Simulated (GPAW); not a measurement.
Band structure of BP (P6_3mc, 4 atoms in the cell).

```yaml
crystal:
  lattice:
    - [3.18832, 0.00000, 0.00000]
    - [-1.59416, 2.76117, 0.00000]
    - [0.00000, 0.00000, 5.29007]
  atoms:
    - { symbol: B, position: [0.66667, 0.33333, 0.50041] }
    - { symbol: B, position: [0.33333, 0.66667, 0.00041] }
    - { symbol: P, position: [0.66667, 0.33333, 0.87459] }
    - { symbol: P, position: [0.33333, 0.66667, 0.37459] }
```

Method: LDA (Perdew-Wang 92), GPAW PAW datasets LDA (gpaw-data 1.0.1) (plane waves; GPAW).

Settings: mode = pw; ecut = 900 eV; xc = LDA; kpts = 10 10 5; mesh shift (steps) = 0 0 0; occupations.name = fermi-dirac; occupations.width = 0 eV; nbands = -6; convergence.density = 1e-05 e/electron; convergence.bands = -4; symmetry.symmorphic = false; symmetry.tolerance = 0.0005; maxiter = 150; bandpath_npoints = 40.

The starting cell comes from a database of computed structures (which also holds hypothetical and non-ambient phases and stackings), without a prior relaxation at this level.

**Question.** Predict the gap along the standard path and the places of the band edges.

**Answer.** The gap along the path is 0.91 eV, from Γ to K; the smallest direct gap on it is 2.72 eV.

Levels in eV from the top of the valence band on the SCF mesh, bands 5 to 12:
```csv
point,5,6,7,8,9,10,11,12
Γ,-2.11,-0.44,0.00,0.00,2.72,2.72,3.17,3.21
M,-6.41,-4.35,-4.26,-2.06,1.12,3.69,4.43,4.65
K,-7.30,-5.03,-5.03,-4.82,0.91,7.27,7.27,7.57
A,-1.28,-1.28,-1.28,-1.28,3.66,3.66,4.12,4.12
L,-3.44,-3.44,-3.32,-3.32,2.11,2.11,2.65,2.65
H,-6.51,-6.51,-2.85,-2.85,3.12,3.12,4.77,4.77
```
